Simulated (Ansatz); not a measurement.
Ansatz (a quantum-chemistry and plane-wave program), DFT, PBEsol, plane waves, its default PAW files: CO2, atoms displaced (from the phase in space group 92, mp-1102227) (C4O8), 12 atoms. Basis and mesh were picked for this test and aren't claimed converged.

```
Property                                                 Result
------------------------------  -------------------------------
cell                            5.07, 5.07, 7.23 Å; 90, 90, 90°
distance to the nearest atom                     1.11 to 1.27 Å
task                                               single point
k mesh                                                    6×6×4
hamiltonian.xc                                           pbesol
kind of files                                               paw
scf.occupations.method                              fermi_dirac
scf.occupations.width                                   0.05 eV
output.forces                                              true
binding of workers (--pin)                                  off
k-point pools (--kpoint-pools)                                1
memory maximum (--max-ram)                                 8GiB
accuracy                                       medium (default)
basis.precision                                  auto (default)
basis.xc_grid                                       2 (default)
scf.eigensolver.kind                             auto (default)
scf.mixing.algorithm                             auto (default)
scf.mixing.preconditioner                        auto (default)
scf.convergence.dr2_threshold             1.85848e-07 (default)
scf.lower_state_search                          light (default)
k-points after symmetry                                      76
bands at the start                                           44
electrons                                                    64
plane waves at Γ                                           3605
cutoff (eV)                                                 420
FFT grid                                               36×36×50
symmetry operations                                           1
```

One run each. The counts of a restarted run leave out the earlier run.

All on 4 threads. Base settings, kept where nothing else is said: earlier_run = none (default) (scf.initial_density.chi_scale, scf.initial_density.normalization, checkpoint.read, checkpoint.density_extrapolation, kpoints.initial_grid not set). The settings tried:
- checkpoint.read = first.ck, earlier_run = first_atom_moved_ang=0.3 orbitals_saved=false
- checkpoint.read = first.ck, earlier_run = first_atom_moved_ang=0 orbitals_saved=false hamiltonian.xc=pbe
- checkpoint.read = first.ck, earlier_run = first_atom_moved_ang=0 orbitals_saved=false scf.convergence.dr2_threshold=0.001
- scf.initial_density.chi_scale = 0.1
- checkpoint.read = first.ck, earlier_run = first_atom_moved_ang=0 orbitals_saved=false kpoints.mp_grid.grid=3×3×2
- the base settings
- kpoints.initial_grid = auto
- checkpoint.read = first.ck, earlier_run = first_atom_moved_ang=0.03 orbitals_saved=true, checkpoint.density_extrapolation = none
- checkpoint.read = first.ck, earlier_run = first_atom_moved_ang=0.03 orbitals_saved=false
- checkpoint.read = first.ck, earlier_run = first_atom_moved_ang=0.1 orbitals_saved=false
- scf.initial_density.chi_scale = 0, scf.initial_density.normalization = cell
- checkpoint.read = first.ck, earlier_run = first_atom_moved_ang=0.1 orbitals_saved=false, checkpoint.density_extrapolation = follow_atoms
- checkpoint.read = first.ck, earlier_run = first_atom_moved_ang=0 orbitals_saved=true scf.convergence.dr2_threshold=0.001
- checkpoint.read = first.ck, earlier_run = first_atom_moved_ang=0.1 orbitals_saved=false, checkpoint.density_extrapolation = none

Problem. Which settings need the fewest SCF iterations (all cycles of the run, searches included), which the most, and do any fail to converge?

Solution. Fewest SCF iterations (all cycles of the run, searches included), with those close behind: checkpoint.read = first.ck, earlier_run = first_atom_moved_ang=0 orbitals_saved=false kpoints.mp_grid.grid=3×3×2 (2); checkpoint.read = first.ck, earlier_run = first_atom_moved_ang=0 orbitals_saved=false scf.convergence.dr2_threshold=0.001 (5); checkpoint.read = first.ck, earlier_run = first_atom_moved_ang=0 orbitals_saved=true scf.convergence.dr2_threshold=0.001 (5). Most among those that reach the base run's result: scf.initial_density.chi_scale = 0.1 (12); kpoints.initial_grid = auto (11); checkpoint.read = first.ck, earlier_run = first_atom_moved_ang=0.1 orbitals_saved=false, checkpoint.density_extrapolation = none (11); checkpoint.read = first.ck, earlier_run = first_atom_moved_ang=0.3 orbitals_saved=false (11); scf.initial_density.chi_scale = 0, scf.initial_density.normalization = cell (11); checkpoint.read = first.ck, earlier_run = first_atom_moved_ang=0.1 orbitals_saved=false, checkpoint.density_extrapolation = follow_atoms (9); checkpoint.read = first.ck, earlier_run = first_atom_moved_ang=0.03 orbitals_saved=true, checkpoint.density_extrapolation = none (9); checkpoint.read = first.ck, earlier_run = first_atom_moved_ang=0.1 orbitals_saved=false (9); checkpoint.read = first.ck, earlier_run = first_atom_moved_ang=0.03 orbitals_saved=false (9); the base settings (9). All converged.

```
setting                                                                                                                                   SCF iterations (all cycles of the run, searches included)  applications of H to a band        end
----------------------------------------------------------------------------------------------------------------------------------------  ---------------------------------------------------------  ---------------------------  ---------
checkpoint.read = first.ck, earlier_run = first_atom_moved_ang=0 orbitals_saved=false kpoints.mp_grid.grid=3×3×2                                                                                  2                        37100  converged
checkpoint.read = first.ck, earlier_run = first_atom_moved_ang=0 orbitals_saved=false scf.convergence.dr2_threshold=0.001                                                                         5                        53638  converged
checkpoint.read = first.ck, earlier_run = first_atom_moved_ang=0 orbitals_saved=true scf.convergence.dr2_threshold=0.001                                                                          5                        40816  converged
checkpoint.read = first.ck, earlier_run = first_atom_moved_ang=0 orbitals_saved=false hamiltonian.xc=pbe                                                                                          8                        64721  converged
the base settings                                                                                                                                                                                 9                        63995  converged
checkpoint.read = first.ck, earlier_run = first_atom_moved_ang=0.03 orbitals_saved=false                                                                                                          9                        74963  converged
checkpoint.read = first.ck, earlier_run = first_atom_moved_ang=0.1 orbitals_saved=false                                                                                                           9                        74124  converged
checkpoint.read = first.ck, earlier_run = first_atom_moved_ang=0.03 orbitals_saved=true, checkpoint.density_extrapolation = none                                                                  9                        67838  converged
checkpoint.read = first.ck, earlier_run = first_atom_moved_ang=0.1 orbitals_saved=false, checkpoint.density_extrapolation = follow_atoms                                                          9                        74124  converged
scf.initial_density.chi_scale = 0, scf.initial_density.normalization = cell                                                                                                                      11                        76824  converged
checkpoint.read = first.ck, earlier_run = first_atom_moved_ang=0.3 orbitals_saved=false                                                                                                          11                        77794  converged
checkpoint.read = first.ck, earlier_run = first_atom_moved_ang=0.1 orbitals_saved=false, checkpoint.density_extrapolation = none                                                                 11                        81406  converged
kpoints.initial_grid = auto                                                                                                                                                                      11                        45025  converged
scf.initial_density.chi_scale = 0.1                                                                                                                                                              12                        84174  converged
```

Keys are those of Ansatz 0.2.
